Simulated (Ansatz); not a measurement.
Take PbO2 in the rutile structure (space group P4_2/mnm, No. 136; a = 5.0816 Å, c = 3.4436 Å) as the base. Axes: x, y, z lie along a, b, c of the conventional cell.

Level of theory: PBE (Ansatz, a first-principles code, PAW, without spin-orbit coupling).

Strains are applied to the cell and any free atomic positions relax; under biaxial strain the out-of-plane vector relaxes too.

One change was made to it. Results:

```tsv
quantity	base	after
pressure (mean of the normal stresses, compression positive)	0.0 GPa	-1.0 GPa
volume per atom	14.82 Å³	15.03 Å³
band gap	zero	zero
```

### Question
Which change produced these results?
A. biaxial strain +3.00 %, plane normal [001], relaxed out of plane
B. biaxial strain +0.60 %, plane normal [001], relaxed out of plane
C. biaxial strain +1.80 %, plane normal [001], relaxed out of plane
D. biaxial strain +2.40 %, plane normal [001], relaxed out of plane
E. biaxial strain +1.20 %, plane normal [001], relaxed out of plane

### Answer
E, biaxial strain +1.20 %, plane normal [001], relaxed out of plane. For comparison, the volume per atom in the other runs: biaxial strain +3.00 %, plane normal [001], relaxed out of plane gives 15.38 Å³; biaxial strain +1.80 %, plane normal [001], relaxed out of plane gives 15.15 Å³; biaxial strain +0.60 %, plane normal [001], relaxed out of plane gives 14.93 Å³; biaxial strain +2.40 %, plane normal [001], relaxed out of plane gives 15.26 Å³.

With Pb present, leaving out spin-orbit coupling can change the band edges. Whether these cells are dynamically stable was not tested. All final runs are without spin polarisation. A zero or small gap of PbO2 can be the functional's error rather than a property of the material.
